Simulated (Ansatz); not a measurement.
The starting structures come from a database of crystals and need not be the phases stable at ambient conditions.

Tunnelling through a barrier is set by its complex band structure: the current falls as exp(−2κd) with the smallest κ.

Given:

```xyz
14
Lattice="6.1005 0.0000 0.0000 3.0503 6.1898 0.0000 0.0000 3.2765 6.7888" Properties=species:S:1:pos:R:3 pbc="T T T"
K      3.0503     2.6063     5.2075
K      6.1005     6.8600     1.5813
K      6.1005     2.7469     1.7055
K      3.0503     6.7194     5.0833
W      6.1005     4.7072     5.2437
W      3.0503     4.7591     1.5451
O      4.6417     4.7920     6.2763
O      4.5091     4.6743     0.5125
O      7.6920     4.6743     0.5125
O      1.4588     4.7920     6.2763
O      3.0503     6.2997     2.4611
O      6.1005     3.1666     4.3277
O      6.1005     6.1417     4.1664
O      3.0503     3.3247     2.6224
```

Space group of this cell: C2/m. The cell is taken as given; by r2SCAN its mean pressure is -1.4 GPa.

Transport runs along the normal of the first two printed cell vectors.

No gap correction and no spin-orbit coupling; mid-gap values are interpolated between computed energies.

Q: Compute, with r2SCAN run with Ansatz (a quantum-chemistry and plane-wave program), the band gap and the smallest decay constant κ at mid-gap.

A: Gap 5.21 eV on a 6×6×6 mesh; κ = 0.499 1/Å, at the zone centre.
